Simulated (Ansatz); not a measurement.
Consider Cs$_{3}$AuS in the anti-perovskite structure (space group Pm-3m, No. 221; a hypothetical phase, not in the database extracts checked).

Cs3AuS has the cubic space group Pm-3m (No. 221), the anti-perovskite structure, Pearson symbol cP5. Lattice parameters: a = 6.5418 Å, b = 6.5418 Å, c = 6.5418 Å, α = 90.00°, β = 90.00°, γ = 90.00°. Cs on 3c is surrounded by 2 S at 3.271 Å and 4 Au at 4.626 Å (octahedral). Au on 1a has 12 Cs at 4.626 Å (cuboctahedral). S on 1b has 6 Cs at 3.271 Å (octahedral). (Neighbours: up to the widest gap in distance over summed covalent radii, below 1.35, at either atom; cation-cation and far metal-metal contacts left out.)

Levels (all Ansatz, a first-principles code, PAW): PBEsol (420 eV, spin-orbit coupling left out); HSE06 (420 eV, scalar-relativistic without spin-orbit coupling).

Its gap is 1.03 eV with PBEsol and 1.80 eV with HSE06.

One thing is altered: cell and atoms relaxed at a pressure of 5 GPa.

With PBEsol the gap becomes 0.25 eV.

Problem. If the HSE06 correction stayed the same, what would the HSE06 gap be, and what does the HSE06 run give?

Solution. A rigid correction of +0.77 eV gives 1.02 eV. The HSE06 run gives 1.08 eV, so the correction itself changes by +0.06 eV.

Single points use the geometry relaxed with PBEsol. HSE06 was sampled on its mesh, a few special points and the semilocal edge points, so its gap is an upper bound. Spin-orbit coupling, missing from the scalar runs, can matter with Au. Load acts through the strain it causes; cell and atoms are relaxed under it. Whether these cells are dynamically stable was not tested. No other phases were tried under pressure. A zero or small gap of Cs3AuS under pressure 5 GPa can be the functional's error rather than a property of the material.
